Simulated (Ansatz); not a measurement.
The parent structure is PbTe in the rock salt structure (space group Fm-3m, No. 225; a = 6.442 Å).

Method: PBEsol, PAW, 420 eV (Ansatz, an electronic-structure program; scalar-relativistic without spin-orbit coupling).

Before the change:

The band gap comes out as 0.65 eV. The lattice parameter a is 6.442 Å.

Perturbation: a hydrostatic pressure of 15 GPa.

Task: What happens to the band gap and lattice parameter a?

Result: The band gap becomes zero (base: 0.65 eV); the lattice parameter a drops by 0.433 Å, from 6.442 Å to 6.009 Å.

Spin-orbit coupling, missing from the scalar runs, can matter with Pb and Te. Load acts through the strain it causes; cell and atoms are relaxed under it. No phonon test of stability was made. No other phases were tried under pressure. The final runs are not spin-polarised. Gaps under 0.05 eV, about the width of the smearing, are given as zero. The zero or small gap of PbTe under pressure 15 GPa can change with the level of theory.
